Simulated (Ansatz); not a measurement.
Take GaS in the beta-GaS type structure (space group P6_3/mmc, No. 194; layered, stacked along the Cartesian z axis) as the base.

```
CELL_PARAMETERS angstrom
      3.53420     0.00000     0.00000
     -1.76710     3.06071     0.00000
      0.00000     0.00000    15.03891
ATOMIC_POSITIONS crystal
  Ga 0.33333 0.66667 0.66956
  Ga 0.66667 0.33333 0.16956
  Ga 0.66667 0.33333 0.33044
  Ga 0.33333 0.66667 0.83044
  S  0.33333 0.66667 0.09695
  S  0.66667 0.33333 0.59695
  S  0.66667 0.33333 0.90305
  S  0.33333 0.66667 0.40305
```

Cartesian axes are those of the cell as printed.

All numbers come from PBEsol-D3(BJ)/PAW in Ansatz (an electronic-structure program), no SOC.

One thing is altered: uniaxial strain ε_xx = +5.80 %, all other strain components held at zero; the atoms relax in the strained cell.

Question: Predict the stress tensor and what it implies for the stiffness.

Answer: Stress of the strained cell less that of the base (GPa, compression positive):
```
  -5.86    0.00    0.00
   0.00   -1.73    0.00
   0.00    0.00   -0.72
```

Then −Δσ_ii/ε with ε = 0.0580 gives secant stiffness values (nonlinear terms included at this strain): C11 ≈ 101 GPa, C12 ≈ 30 GPa and C13 ≈ 12 GPa.

As a check, the harmonic strain energy −½ V₀ Δσ:ε is 22 meV/atom; the computed energy rise is 23 meV/atom.

Whether these cells are dynamically stable was not tested.
